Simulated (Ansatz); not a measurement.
The parent structure is Pd in the fcc (Cu type) structure (space group Fm-3m, No. 225; a = 3.878 Å; relaxed with 0.1 eV smearing).

Level of theory: PBEsol, PAW, 420 eV (Ansatz, a first-principles code; no SOC).

Strains are applied to the cell and any free atomic positions relax.

One change was made to it. Results:

```tsv
quantity	base	after
pressure	0.0 GPa	-14.1 GPa
energy relative to the base (free energy F)	0 meV/atom	+65 meV/atom
```

### Question
Which of these changes matches the shifts?
A. isotropic strain −2.00 %
B. isotropic strain +1.50 %
C. isotropic strain +3.00 %
D. isotropic strain +1.00 %

### Answer
C, isotropic strain +3.00 %. For comparison, the energy relative to the base in the other runs: isotropic strain +1.00 % gives +7.9 meV/atom; isotropic strain −2.00 % gives +36 meV/atom; isotropic strain +1.50 % gives +17 meV/atom.

Whether these cells are dynamically stable was not tested. All final runs are without spin polarisation. Pd lies near a magnetic instability that expansion can trigger; it was not tested.
